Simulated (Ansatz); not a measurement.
Consider TiC in the rock salt structure (space group Fm-3m, No. 225; a = 4.329 Å; relaxed with 0.1 eV smearing). Axes: x, y, z lie along the cube axes.

Calculations: Ansatz (a quantum-chemistry and plane-wave program) r2SCAN, without spin-orbit coupling, earlier PAW set.

The change: tensor shear ε_xz = −1.91 % (engineering shear γ = -0.0382), atoms relaxed at fixed cell.

### Question
Predict the stress tensor and what it implies for the stiffness.

### Answer
Stress of the strained cell less that of the base (GPa, compression positive):
```
    0.1     0.0     7.2
    0.0     0.1     0.0
    7.2     0.0     0.1
```

Then −Δσ/γ with γ = 2ε = -0.0382 gives secant stiffness values (nonlinear terms included at this strain): C55 ≈ 188 GPa.

As a check, the harmonic strain energy −½ V₀ Δσ:ε is 8.7 meV/atom; the computed energy rise is 8.7 meV/atom.

Whether these cells are dynamically stable was not tested. All final runs are without spin polarisation.
